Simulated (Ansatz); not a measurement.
Consider MgTe in the wurtzite structure (space group P6_3mc, No. 186; a = 4.609 Å, c = 7.500 Å).

The values are results of PBE, PAW, 420 eV (Ansatz, a program for electronic structure; without spin-orbit coupling), not measurements.

Before the change:

| Property | Result |
|---|---|
| Pressure | -0.01 GPa |

Modification: every lattice vector is stretched by 1.20 %, atoms relaxed at fixed cell.

### Question
Predict the new pressure.

### Answer
The pressure (mean of the normal stresses, compression positive) decreases by 1.12 GPa, from -0.01 GPa to -1.13 GPa.

### Question
What does the calculation give for the energy relative to the base after the change?

### Answer
The energy rises by 4.6 meV/atom.

The cells carry an imposed strain or load. No phonon test of stability was made.
